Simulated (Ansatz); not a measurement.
The reference is TiC in the rock salt structure (space group Fm-3m, No. 225; a = 4.329 Å; relaxed with 0.1 eV smearing). Axes: x, y, z lie along the cube axes.

The values are results of r2SCAN/PAW in Ansatz (an electronic-structure program), no SOC, earlier PAW set, not measurements.

Before the change:

```
Property    Value
--------  -------
Pressure  0.0 GPa
Band gap     zero
```

Modification: biaxial strain −1.24 %, plane normal [001], relaxed out of plane (Cartesian); in-plane vectors clamped, the third vector and the atoms free.

Q: Predict the new ratio −ε⊥/ε∥.

A: The ratio −ε⊥/ε∥ amounts to 0.51.

Q: Estimate the effect on the pressure.

A: The pressure (mean of the normal stresses, compression positive) goes from zero to 5.3 GPa.

Q: What happens to the energy relative to the base?

A: The energy goes up by 6.0 meV/atom.

Q: Estimate the effect on the band gap.

A: The band gap stays zero.

No phonon test of stability was made. The final runs are not spin-polarised.
